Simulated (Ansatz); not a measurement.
## Effect of uniaxial stress, 5 GPa tension along z on TiSi2

The parent structure is TiSi2 (space group Cmcm, No. 63; a = 3.527 Å, b = 13.517 Å, c = 3.565 Å). Axes: x, y, z lie along a, b, c of the conventional cell.

Perturbation: uniaxial stress, 5 GPa tension along z; all other stress components relax to zero.

All numbers come from r2SCAN (Ansatz, an electronic-structure program, PAW, scalar-relativistic without spin-orbit coupling). k-mesh 14×14×13 (Γ-centred); smearing 0.05 eV (Fermi–Dirac).

| quantity | base | changed | shift |
|---|---|---|---|
| energy relative to the base (free energy F) | 0 meV/atom | +4.0 meV/atom | +4.0 meV/atom |
| band gap | zero | zero | – |
| strain response (xx, yy, zz) (rough) | – | (−0.54, −0.37, +1.81) % | – |

Final structure:

```yaml
crystal:
  lattice:
    - [1.75385, -6.73340, 0.00000]
    - [1.75385, 6.73340, 0.00000]
    - [0.00000, 0.00000, 3.62984]
  atoms:
    - { symbol: Si, position: [0.94207, 0.05793, 0.75000] }
    - { symbol: Si, position: [0.05793, 0.94207, 0.25000] }
    - { symbol: Si, position: [0.25084, 0.74916, 0.75000] }
    - { symbol: Si, position: [0.74916, 0.25084, 0.25000] }
    - { symbol: Ti, position: [0.60307, 0.39693, 0.75000] }
    - { symbol: Ti, position: [0.39693, 0.60307, 0.25000] }
```

Without a gap, meshes like the base's 14×14×13 leave anisotropic stresses uncertain by several tenths of a GPa, and small strain energies with them. Stability under load was not tested beyond the relaxation. All final runs are without spin polarisation.
